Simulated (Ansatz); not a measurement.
The structure below was relaxed with PBEsol (Ansatz, a program for electronic structure; PAW; 420 eV plane waves; without spin-orbit coupling).

```
CELL_PARAMETERS angstrom
      3.81747     0.00000     0.00000
     -1.90873     3.30602     0.00000
      0.00000     0.00000    15.75561
ATOMIC_POSITIONS crystal
  Zr 0.66667 0.33333 0.87869
  Zr 0.33333 0.66667 0.12131
  Zr 0.33333 0.66667 0.37869
  Zr 0.66667 0.33333 0.62131
  In 0.66667 0.33333 0.25000
  In 0.33333 0.66667 0.75000
  Bi 0.00000 0.00000 0.00000
  Bi 0.00000 0.00000 0.50000
```

Q: Find the space group and the Wyckoff positions.

A: Space group P6₃/mmc (No. 194); a = b = 3.817 Å, c = 15.756 Å, α = β = 90.00°, γ = 120.00°

```
atom  site  symmetry       x       y       z
----  ----  --------  ------  ------  ------
Zr      4f       3m.  0.3333  0.6667  0.1213
In      2d      -6m2  0.6667  0.3333  0.2500
Bi      2a      -3m.  0.0000  0.0000  0.0000
```

Q: Describe the coordination.

A: The crystal has 8 atoms in its conventional cell. Cell: a = b = 3.8175 Å, c = 15.7556 Å, α = β = 90.00°, γ = 120.00°. Zr has 3 Bi at 2.917 Å and 3 In at 2.995 Å and 6 Zr at 3.817 Å and 1 Zr at 4.055 Å and 3 Zr at 4.413 Å. In is surrounded by 6 Zr at 2.995 Å (trigonal prismatic). Bi is coordinated by 6 Zr at 2.917 Å (octahedral). (Neighbours: up to the widest gap in distance over summed covalent radii, below 1.35, at either atom.)

No phonon test of stability was made. The final runs are not spin-polarised. The cell was made from Zr2InN by this change: N → Bi; the result is a hypothetical phase, not in the database extracts checked. Zr2InBi has a high density of states at the Fermi level and may be magnetic at this level.
